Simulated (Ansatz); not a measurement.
The parent structure is Al2Cu (space group I4/mcm, No. 140; a = 6.059 Å, c = 4.874 Å).

Computed with PBE (Ansatz, an electronic-structure program, PAW, without spin-orbit coupling), earlier PAW set.

One change was made to it. Results:

| quantity | base | after |
|---|---|---|
| band gap | zero | zero |
| shortest interatomic distance | 2.437 Å | 2.339 Å |
| density | 4.36 g/cm³ | 4.90 g/cm³ |

Problem. Which of these changes matches the shifts?
A. pressure 4.5 GPa
B. pressure 15 GPa
C. pressure −2 GPa
D. pressure −1 GPa
E. pressure 2.1 GPa

Solution. B, pressure 15 GPa. For comparison, the shortest interatomic distance in the other runs: pressure 4.5 GPa gives 2.401 Å; pressure 2.1 GPa gives 2.420 Å; pressure −2 GPa gives 2.455 Å; pressure −1 GPa gives 2.446 Å.

Load acts through the strain it causes; cell and atoms are relaxed under it. Stability against distortions was not tested. No other phases were tried under pressure. All final runs are without spin polarisation.
